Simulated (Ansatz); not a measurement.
## Ansatz run on BaGa₂H₂ (P3m1, 5 atoms in the cell): self-consistent single point

Level of theory: LDA (PW92), default PAW files made with PBE (plane waves; Ansatz, a first-principles code).

This input was run:

Ansatz 0.2 input:
```yaml
crystal:
  lattice:
    - [4.512611, 0.000000, 0.000000]
    - [-2.256306, 3.908037, 0.000000]
    - [0.000000, 0.000000, 4.965389]
  atoms:
    - { symbol: Ba, position_ang: [0.000000, 0.000000, 0.050001] }
    - { symbol: Ga, position_ang: [-0.000003, 2.605359, 2.327923] }
    - { symbol: Ga, position_ang: [2.256308, 1.302678, 2.637466] }
    - { symbol: H, position_ang: [-0.000003, 2.605359, 0.659950] }
    - { symbol: H, position_ang: [2.256308, 1.302678, 4.305439] }
basis:
  ecutwfc: 30.9 Ry
kpoints:
  mp_grid:
    grid: [9, 9, 7]
hamiltonian:
  xc: lda
  pseudopotentials:
    kind: paw
scf:
  occupations:
    method: fermi_dirac
    width: 0.0073 Ry
output:
  forces: true
  eigenvalues: true
  stress: true
```

Output (repeated stretches shortened):

```
WARN the atoms were moved onto the symmetric positions of the space group found under crystal.symmetry.tolerance 1.0e-5 (fractional …
WARN ansatz: RAYON_NUM_THREADS=1 ignored (pool sized by the plan → 1); use --threads N
Pseudopotentials: kind: paw
Pseudopotential: Ba, paw, valence charge 10
Pseudopotential: Ga, paw, valence charge 13
Pseudopotential: H, paw, valence charge 1
Crystal: 5 atoms, lattice volume = 87.567 Å³
Basis set: ecut = 420.4159175005146 eV, 1727 PW (Γ)
Bands: 24, of which v1, the nominal top of the filled ones, is band 19 counted from 1 (18 counted from 0)
Symmetry: 6 space group operations
Space group: P3m1 (ITA 156), of the structure as read, at distance tolerance 4.4e-5 Å
k-points: 69 of 567 (time reversal used)
PAW frozen core: Ba, regenerated for the run's functional, and the local potential with it
PAW frozen core: Ga, regenerated for the run's functional, and the local potential with it
Initial density: superposition of atomic densities (neutral atoms: chi_scale 0, normalization atom), corrected by the library's trained network
Initial wavefunctions: pseudopotential atomic-orbital guess
Eigensolver: davidson
Functional: x = slater, c = lda
SCF iter   1: F=—  HF=-13227.323629 eV  |F-HF|=—  |Δ(HF+E_count)|=         —  Δρ=8.42e-3  dr2=4.69e-2  ethr=1.77e-3  ⟨swp⟩=8.3  Hψ=8942  notcnv=0
all-band conjugate gradients solve this SCF's bands
preconditioner: auto → Kerker (q_TF=auto, 2.374 Å⁻¹)
SCF iter   2: F=—  HF=-13227.310941 eV  |F-HF|=—  |Δ(HF+E_count)|=   1.27e-2  Δρ=4.42e-3  dr2=1.54e-2  ethr=1.23e-4  ⟨swp⟩=1.1  Hψ=2212  notcnv=0
SCF iter   3: F=—  HF=-13227.305898 eV  |F-HF|=—  |Δ(HF+E_count)|=   5.04e-3  Δρ=6.09e-4  dr2=5.58e-4  ethr=4.05e-5  ⟨swp⟩=2.0  Hψ=1938  notcnv=0
SCF iter   4: F=—  HF=-13227.305796 eV  |F-HF|=—  |Δ(HF+E_count)|=   1.02e-4  Δρ=2.37e-4  dr2=1.31e-4  ethr=1.47e-6  ⟨swp⟩=2.6  Hψ=2775  notcnv=0
SCF iter   5: F=—  HF=-13227.305772 eV  |F-HF|=—  |Δ(HF+E_count)|=   2.41e-5  Δρ=1.71e-4  dr2=2.28e-5  ethr=3.46e-7  ⟨swp⟩=2.0  Hψ=2896  notcnv=0
SCF iter   6: F=—  HF=-13227.305755 eV  |F-HF|=—  |Δ(HF+E_count)|=   1.67e-5  Δρ=6.12e-5  dr2=5.08e-6  ethr=6.00e-8  ⟨swp⟩=2.0  Hψ=2893  notcnv=0
SCF iter   7: F=—  HF=-13227.305754 eV  |F-HF|=—  |Δ(HF+E_count)|=   1.78e-6  Δρ=1.96e-5  dr2=4.01e-7  ethr=1.34e-8  ⟨swp⟩=2.0  Hψ=2895  notcnv=0
SCF iter   8: F=—  HF=-13227.305754 eV  |F-HF|=—  |Δ(HF+E_count)|=   1.16e-7  Δρ=8.42e-6  dr2=7.16e-8  ethr=2.63e-10  ⟨swp⟩=6.7  Hψ=8803  notcnv=0
SCF iter   9: F=-13227.305753 eV  HF=-13227.305753 eV  |F-HF|=3.64e-9  |Δ(HF+E_count)|=   4.87e-8  Δρ=3.43e-6  dr2=1.41e-8  ethr=1.88e-10  ⟨swp⟩=4.1  Hψ=5854  notcnv=0
SCF 1 converged in 9 iterations: F = -13227.305753 eV  dr2 = 1.41e-8
SCF converged after 9 iterations
Free energy (F): -13227.305753 eV
Harris-Foulkes:  -13227.305753 eV  (|F-HF|=3.64e-9)
Internal energy: -13227.294408 eV  (E = F + TS)
E sigma→0 (E₀):  -13227.300081 eV
Entropy (-TS):   -0.011345 eV (-2.269 meV/atom)
Fermi energy:    8.231419 eV
--- Per-component energies (eV) ---
  E_band       = -157.329860
  E_kinetic    = 427.690196
  E_local      = -4652.901256  (includes V_loc(G=0)·N_el)
  E_nonlocal   = 912.114435
  E_hartree    = 2147.165952
  E_xc         = -323.453142
  E_vxc        = -277.664029  (∫ρ·V_xc dr)
  E_paw        = -8880.223515  (= ΣΔE_a)
  E_vpaw       = -860.894271  (= ΣTr[D̂ρ^β])
  E_aug_tail   = -0.002500  (compensation charges beyond the density's cutoff)
  E_ewald      = -2861.424055
  E_core_change = 3.739475  (= ΣΔE_core)
  E_smearing   = -0.011345  (= −TS)
  E_closure    = -0.000000  (closes the sum)
  Σ components = -13227.305753   (vs F -13227.305753, Δ=0.00e0)
--- Forces (eV/Å), atoms counted from 1 ---
  atom   1  Ba     0.00000000     0.00000000    -0.09646413
  atom   2  Ga    -0.00000000     0.00000000     0.20205959
  atom   3  Ga    -0.00000000     0.00000000    -0.09256813
  atom   4  H      0.00000000     0.00000000    -0.14406980
  atom   5  H     -0.00000000    -0.00000000     0.13104617
  max |Σ_I F_I| component: 3.70e-6 eV/Å
--- Stress (GPa, compression-positive) ---
       -3.567930      -0.000000       0.000000
       -0.000000      -3.567930       0.000000
        0.000000       0.000000      -2.808509
  P = ⅓ Tr σ = -3.3148 GPa (-33.148 kbar)
  The stress holds the Pulay correction. Without it, at fixed plane waves, as pw.x and ABINIT print it: P = -3.3626 GPa
--- Band table (eV; the first three rows and the last of 69) ---
  k-point 0: bands = ["-19.6797", "-6.6395", "-6.5117", "-6.5117", "-6.5095", "-6.5095", "-6.4399", "-6.3601", "-6.3601", "-6.3367", "-6.3367", "-4.9407", "-4.7135", "-4.7135", "-1.0954", "3.5261", "4.9751", "7.7585", "7.7585", "8.5677", "11.7045", [...]
  k-point 1: bands = ["-19.6788", "-6.6376", "-6.5121", "-6.5121", "-6.5101", "-6.5101", "-6.4389", "-6.3588", "-6.3588", "-6.3375", "-6.3375", "-4.9983", "-4.7107", "-4.7107", "-0.9316", "3.1603", "5.2201", "7.8628", "7.8628", "8.6400", "10.8403", [...]
  k-point 2: bands = ["-19.6766", "-6.6334", "-6.5132", "-6.5132", "-6.5114", "-6.5114", "-6.4366", "-6.3555", "-6.3555", "-6.3399", "-6.3399", "-5.1187", "-4.7046", "-4.7046", "-0.5131", "2.4504", "5.6394", "8.1581", "8.1581", "8.6264", "10.2226", [...]
  k-point 68: bands = ["-19.6388", "-6.6634", "-6.5994", "-6.5938", "-6.5247", "-6.4518", "-6.4405", "-6.3680", "-6.3651", "-6.3358", "-6.1732", "-5.0726", "-5.0571", "-4.9276", "1.2730", "1.2855", "4.8776", "4.9117", "6.4147", "11.3736", "11.9203", [...]
```

The run converged in 9 iterations.

The starting cell comes from a database of computed structures (which also holds hypothetical and non-ambient phases and stackings), without a prior relaxation at this level. Its lattice was rescaled by up to half a per cent. One atom was moved a little off its site on purpose. With a pressure of about -3 GPa the cell is away from its equilibrium volume at this level. Ansatz's pressure includes its estimate of the finite-basis (Pulay) stress.
